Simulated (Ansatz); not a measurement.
The reference is SiC (space group P6_3mc, No. 186; a = 3.094 Å, c = 10.129 Å). Axes: x lies along a and z along c of the hexagonal cell.

All numbers come from Ansatz (a program for electronic structure) PBE, no spin-orbit coupling.

For the base:

```
Quantity                          Value
-----------------------------  --------
Width of the top valence band   2.42 eV
Pressure                       0.0 kbar
```

One thing is altered: uniaxial strain ε_zz = +0.75 %, all other strain components held at zero; the atoms relax in the strained cell.

Predict the new width of the top valence band.

The width of the top valence band rises by 0.04 eV, from 2.42 eV to 2.46 eV.

Predict the new pressure.

The pressure (mean of the normal stresses, compression positive) goes from zero to -15.5 kbar.

The levels and masses belong to the bands next to the band gap. Whether these cells are dynamically stable was not tested.
